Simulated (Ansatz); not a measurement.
# TiO₂ in the rutile structure (space group P4_2/mnm, No. 136)

```xyz
6
Lattice="4.5973 0.0000 0.0000 0.0000 4.5973 0.0000 0.0000 0.0000 2.9543" Properties=species:S:1:pos:R:3 pbc="T T T"
Ti     0.0000     0.0000     0.0000
Ti     2.2987     2.2987     1.4771
O      1.4004     1.4004     0.0000
O      3.6991     0.8983     1.4771
O      0.8983     3.6991     1.4771
O      3.1969     3.1969     0.0000
```

Level of theory: r2SCAN (Ansatz, a first-principles code), no SOC, earlier PAW set. Settings: 7×7×11 k-points, 0.05 eV Fermi–Dirac smearing.

| Quantity | Value |
|---|---|
| Volume per atom | 10.41 Å³ |
| Density | 4.25 g/cm³ |
| Band gap | 2.22 eV, direct at Γ |
| Electron mass | 0.58 mₑ along c, 1.2 mₑ across |
| Total energy | -1215.429 eV/atom (σ→0; compares only within this code and set-up) |

Effective masses come from finite differences of ±0.01 Å⁻¹. No phonon test of stability was made. All final runs are without spin polarisation.
